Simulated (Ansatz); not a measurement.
```
MoS2
1.0
    3.24780     0.00000     0.00000
    1.62390     2.81267     0.00000
    1.62390    -0.93756     6.11368
Mo S
1 2
Cartesian
  3.24780   0.00000   0.00009
  3.24780   1.87512   1.53174
  4.87169   0.93756   4.58124
```

No spin polarisation.

Method: r2SCAN+rVV10 (Ansatz, a first-principles code), spin-orbit coupling left out, earlier PAW set. Settings: 12×12×12 k-points, 0.05 eV Fermi–Dirac smearing.

Q: Predict the band gap, smallest direct gap, pressure and gap character.

A: 
- Band gap = 0.55 eV
- Smallest direct gap = 1.54 eV
- Pressure (mean of the normal stresses, compression positive) = -40.6 kbar
- Gap character = indirect, T → k = (1/3, -1/3, 0.167) in the run's primitive reciprocal basis

The cells carry an imposed strain or load. No phonon test of stability was made. The cell was made from MoS2 in the 3R-MoS2 type structure (space group R3m, No. 160; layered, stacked along the Cartesian z axis) by this change: biaxial strain +2.28 %, plane normal [001], relaxed out of plane.
